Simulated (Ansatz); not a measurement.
An Ansatz (a program for electronic structure) input (plane-wave PAW DFT at the r2SCAN level (Ansatz, 500 eV), no SOC):

Ansatz 0.2 input:
```yaml
crystal:
  lattice:
    - [3.8061018901, 0, 0]
    - [-1.903050945, 3.2961809262, 0]
    - [0, 0, 6.2447433714]
  atoms:
    - { symbol: Zn, position: [0.6666666667, 0.3333333333, 0.9997479224] }
    - { symbol: Zn, position: [0.3333333333, 0.6666666667, 0.4997479224] }
    - { symbol: S, position: [0.6666666667, 0.3333333333, 0.6254520776] }
    - { symbol: S, position: [0.3333333333, 0.6666666667, 0.1254520776] }
basis: { ecutwfc: 500, ecutrho_ratio: 4, xc_grid: 4, fft_grid_basis: typed }
kpoints: { mp_grid: { grid: [18, 18, 10] } }
hamiltonian:
  xc: r2scan
  dispersion: none
  pseudopotentials: { kind: paw }
total_charge: -0.078344
scf: { occupations: { method: fermi_dirac, width: 0.0259 }, convergence: { dr2_threshold: 0.0000000004 } }
relax: { f_tol: 0.005, max_steps: 30 }
output: { forces: true, stress: true }
checkpoint: { write: state.ck, write_every: 1000 }
```

Which symmetry and how many k-points will the program report, and about how many plane waves at Γ?

Space group P63mc (ITA 186) with 12 operations, k-points 222 of 3240, and 1973 plane waves at Γ.

Carriers are added with a uniform compensating background; total energy and stress of such cells depend on the potential's zero and are not compared; many-body gap narrowing is missing at this level. No phonon test of stability was made. The cell was made from ZnS in the wurtzite structure (space group P6_3mc, No. 186) by this change: electrons 1.0×10^21 cm⁻³.
